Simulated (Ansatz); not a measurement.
# BaTiO3: response to strain

Base system: BaTiO$_{3}$ in the cubic perovskite structure (space group Pm-3m, No. 221; a = 3.970 Å). Axes: x, y, z lie along the cube axes.

Strains are applied to the cell and any free atomic positions relax; under biaxial strain the out-of-plane vector relaxes too.

The values are results of PBEsol (Ansatz, a quantum-chemistry and plane-wave program), no spin-orbit coupling, not measurements.

Notes on the quantities. energy relative to the base: free energy F.

| biaxial strain, plane normal [111], relaxed out of plane (%) | energy relative to the base (meV/atom) |
|---|---|
| -2.5 | 20.1 |
| -2 | 12.7 |
| -1.5 | 7.0 |
| -1 | ? |
| -0.5 | 0.7 |
| 0 | 0.0 |

Fit ΔE = Aε² + Bε³ (ε in %) to the rows shown and predict the withheld row.

Least squares on the printed values gives A = 2.97 and B = -0.10 meV/atom (largest residual 0.1 meV/atom); this predicts 3.1 meV/atom, and the run gives 3.1 meV/atom, in agreement.

Whether these cells are dynamically stable was not tested. The final runs are not spin-polarised. Many cubic perovskites are stable only at high temperature; tilts and polar distortions were not tested. This is not the structure that BaTiO3 has at room temperature and ambient pressure.
